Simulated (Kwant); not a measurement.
Model system: quantum point contact (saddle potential) in a Si two-dimensional gas. Effective mass 0.19 mₑ, grid spacing 6.2 nm, hard walls, nominal width 150 nm (25 grid rows, so walls 161.2 nm apart), one parabolic valley, scattering region 450 nm long along x; energies count from the band bottom; Fermi energy 0.00381 eV. Potential (V0 + ½k y²) cos²(πx/L) for |x| < L/2, with V0 swept from 0.0040005 to 0 eV, k = 6.5e-06 eV/nm², L = 290 nm.

Constants are typed, rounded textbook-type inputs, not results; the design itself was drawn at random and stands for no fabricated device.

Computed with Kwant: effective-mass tight-binding model on a square grid, one spin, coherent transport at 0 K. Conductance is in e²/h.

### Question
Compare with the saddle-point formula G = Σ 1/(1 + exp(−2π(E − V0 − ħωy(n + ½))/ħωx)), taking ħωy = ħ√(k/m) and ħωx from the curvature along x of V0 plus half of the mode's confinement energy.

### Answer
ħωy = 1.61 meV; at V0 = 3.25 meV the lowest mode has ħωx = 0.586 meV.

```tsv
V0 (meV)	formula	simulation
3.77	0.00046	0.00044
3.25	0.068	0.074
2.73	0.96	0.97
2.20	1.00	1.00
1.68	1.03	1.04
1.16	1.95	1.97
```

The formula takes a parabolic saddle in the continuum; the run has the full potential on a grid.
